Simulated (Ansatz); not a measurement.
How the bulk modulus B0 of MoGa3 (model structure, started from the Cu3Au type, Pm-3m, No. 221, 4 atoms in the cell) moves with the method

No measured value is used here.

| level (code) | value (GPa) | cell (Å³/atom) |
|---|---|---|
| LDA (Ansatz) | 145 | 14.53 |
| PBE (Ansatz) | 118 | 15.62 |
| PBEsol (Ansatz) | 136 | 14.93 |
| r²SCAN (Ansatz) | 136 | 15.07 |

LDA, PBE, PBEsol, r²SCAN: the run has no spin polarisation, so it can have missed a magnetic state. LDA, PBE, PBEsol, r²SCAN: the bulk modulus is −V dP/dV from two relaxed cells at ±2 % in volume. Each level is taken at its own relaxed cell. Cutoffs differ between the levels. Ansatz's density-functional and Hartree–Fock values are scalar-relativistic unless marked +SOC, with PAW data made under PBE.

A model structure was made by putting elements into a prototype or built by hand; it is no filed structure, need not be a known phase, and can be a saddle point held by its symmetry.

Ansatz is a quantum-chemistry and plane-wave program.
